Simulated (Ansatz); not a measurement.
# B on the Si site + C vacancy in 4H silicon carbide

Level of theory: PBE, PAW (plane waves to 420 eV; Ansatz, a program for electronic structure). The supercell holds 96 host sites (3×2×1 repeats of the unit cell), with a 2×2×2 shifted k-point sampling for the final energies. Sites at the start: the Si(h) site; C(k) 1.90 Å away. Energies of charged states are corrected for periodic images (point charge plus alignment at distant sites). Dielectric constants: PBE linear response of the host. Host gap at this level: 2.23 eV. A cell of this size leaves errors of a few tenths of an eV. The semilocal functional narrows the gap, so deep levels can fall outside it. Spin–orbit coupling is left out. Each state is the lowest found from its start.

Formation energies E_f are given with the Fermi level at the valence-band maximum. Chemical conditions: C-rich (Δμ(C) = 0.00 eV, Δμ(Si) = -0.41 eV, Δμ(B) = -0.13 eV, bounded by B4C (Cm); only phases computed here count, gases as isolated molecules at 0 K); Si-rich (Δμ(C) = -0.41 eV, Δμ(Si) = 0.00 eV, Δμ(B) = -0.023 eV, bounded by B4C (Cm); only phases computed here count, gases as isolated molecules at 0 K). Reference phases: B: alpha boron, C: graphite, Si: silicon.

```csv
charge,moment (μB),largest move off a lattice site (Å),image correction with alignment (eV),"E_f, C-rich (eV)","E_f, Si-rich (eV)"
+2*,quenched,0.45,–,–,–
+1,not spin-polarised,0.45,-0.04,2.32,2.21
0,1.0,0.45,0.00,3.92,3.82
```

* At this level the carrier isn't localised at the defect: at charge +2 holes occupy the valence band. Such a state is shallow or no state of the defect, and this cell gives it no level.

Starting moments that weren't kept: charge +2 began with 1 μB and ended with 0.0.

Transition levels above the valence-band maximum: ε(+1/0) = 1.60 eV. On the lower envelope of the bound states, inside the gap: (+1/0) at 1.60 eV.

Flagged in the runs: a host whose relaxation on this sampling wasn't shown to rest.

All states together cost about 2.0 core-hours (a rough figure).
